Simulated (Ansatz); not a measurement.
The parent structure is BP in the zinc blende structure (space group F-43m, No. 216; a = 4.5366 Å). Axes: x, y, z lie along the cube axes.

The values are results of Ansatz (a program for electronic structure) r2SCAN, scalar-relativistic without spin-orbit coupling, not measurements.

The change: the cell is compressed by 2.00 % along z with no lateral relaxation, atoms relaxed at fixed cell.

Problem. Predict the stress tensor and what it implies for the stiffness.

Solution. Stress of the strained cell less that of the base (GPa, compression positive):
```
   1.63    0.00    0.00
   0.00    1.63    0.00
   0.00    0.00    7.39
```

Then −Δσ_ii/ε with ε = -0.0200 gives secant stiffness values (nonlinear terms included at this strain): C33 ≈ 369 GPa, C13 ≈ 81 GPa and C23 ≈ 81 GPa.

As a check, the harmonic strain energy −½ V₀ Δσ:ε is 5.4 meV/atom; the computed energy rise is 5.3 meV/atom.

Stability against distortions was not tested.
